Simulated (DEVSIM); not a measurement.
System: W/SiO2/n-InP capacitor, at 300 K.

```csv
layer (left to right),material,thickness (nm),Nd (cm⁻³)
1,SiO2,18.0,-
2,InP,4400,2e16
```

Metal gate on the left, work function 4.6 eV. Fixed charge at the semiconductor interface -7.7e10 cm⁻² (in units of +e); no interface traps.

This is a model device: material constants are rounded textbook-type values typed into the input, and sizes, dopings and lifetimes were drawn at random. Values at 300 K.

| parameter | SiO2 | InP |
|---|---|---|
| gap (eV) | 9 | 1.344 |
| affinity (eV) | 0.9 | 4.38 |
| permittivity | 3.9 | 12.5 |
| Nc (cm⁻³) | - | 5.7e17 |
| Nv (cm⁻³) | - | 1.1e19 |

DEVSIM, 1D Poisson equation in equilibrium, Boltzmann statistics, complete ionisation; no quantum confinement or tunnelling. Metal contacts follow the ideal Schottky-Mott rule: no Fermi-level pinning, no interface dipoles.

Problem. Tabulate band edges, carrier densities and field at -0.8 V on the gate.

Solution. Energies count from the Fermi level of the right contact; mesh points crowd at the junctions.

```csv
x (μm),Ec (eV),Ev (eV),n (cm⁻³),p (cm⁻³),field (V/cm)
0.000,4.500,-4.500,< 1e2,< 1e2,-160000
0.001456,4.477,-4.523,< 1e2,< 1e2,-160000
0.004671,4.427,-4.573,< 1e2,< 1e2,-160000
0.01067,4.332,-4.668,< 1e2,< 1e2,-160000
0.01615,4.246,-4.754,< 1e2,< 1e2,-160000
0.01786,4.220,-4.780,< 1e2,< 1e2,-160000
0.01920,0.730,-0.614,310000,5.4e8,-60000
0.02432,0.700,-0.644,1000000,1.7e8,-58000
0.03490,0.640,-0.704,1.0e7,1.6e7,-55000
0.05896,0.515,-0.829,1.3e9,130000,-48000
0.1185,0.279,-1.065,1.2e13,< 1e2,-31000
0.3385,0.087,-1.257,2.0e16,< 1e2,-130
0.7673,0.087,-1.257,2.0e16,< 1e2,≈ 0
1.828,0.087,-1.257,2.0e16,< 1e2,≈ 0
3.567,0.087,-1.257,2.0e16,< 1e2,≈ 0
4.054,0.087,-1.257,2.0e16,< 1e2,≈ 0
4.268,0.087,-1.257,2.0e16,< 1e2,≈ 0
4.354,0.087,-1.257,2.0e16,< 1e2,≈ 0
4.399,0.087,-1.257,2.0e16,< 1e2,≈ 0
4.411,0.087,-1.257,2.0e16,< 1e2,≈ 0
4.415,0.087,-1.257,2.0e16,< 1e2,≈ 0
4.418,0.087,-1.257,2.0e16,< 1e2,≈ 0
```
